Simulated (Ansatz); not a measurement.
**GaP, pressure series**

Start from GaP in the zinc blende structure (space group F-43m, No. 216; a = 5.4513 Å).

Cell and atoms are relaxed at each pressure.

Calculations: r2SCAN, PAW, 500 eV (Ansatz, a program for electronic structure; without spin-orbit coupling).

Notes on the quantities. enthalpy: H = E + PV relative to the base's energy.

```csv
variant,width of the top valence band,smallest direct gap,enthalpy,band gap,shortest interatomic distance
base,3.54 eV,2.36 eV,–,1.85 eV,2.360 Å
pressure −2 GPa,3.42 eV,2.15 eV,-0.26 eV/atom,1.88 eV,2.379 Å
pressure −1 GPa,3.48 eV,2.26 eV,-0.13 eV/atom,1.87 eV,2.370 Å
pressure 0.9 GPa,3.59 eV,2.45 eV,+0.11 eV/atom,1.83 eV,2.353 Å
pressure 2.1 GPa,3.65 eV,2.56 eV,+0.26 eV/atom,1.81 eV,2.343 Å
pressure 4.5 GPa,3.78 eV,2.78 eV,+0.56 eV/atom,1.76 eV,2.324 Å
pressure 9 GPa,…,3.13 eV,+1.09 eV/atom,1.68 eV,2.294 Å
pressure 15 GPa,4.24 eV,3.53 eV,+1.77 eV/atom,…,2.261 Å
pressure 22.5 GPa,4.52 eV,3.96 eV,+2.58 eV/atom,1.47 eV,2.226 Å
pressure 30 GPa,…,4.00 eV,+3.36 eV/atom,1.36 eV,2.197 Å
```

Problem. Complete the table.

Solution. 
- pressure 9 GPa, width of the top valence band: 3.99 eV
- pressure 15 GPa, band gap: 1.58 eV
- pressure 30 GPa, width of the top valence band: 4.78 eV

Load acts through the strain it causes; cell and atoms are relaxed under it. Whether these cells are dynamically stable was not tested. Measured, GaP leaves this structure (for a Cmcm phase) near 26 GPa (temperature not stated; as listed in Datta, Sujoy, Jana, Debnarayan, arXiv (2020)).
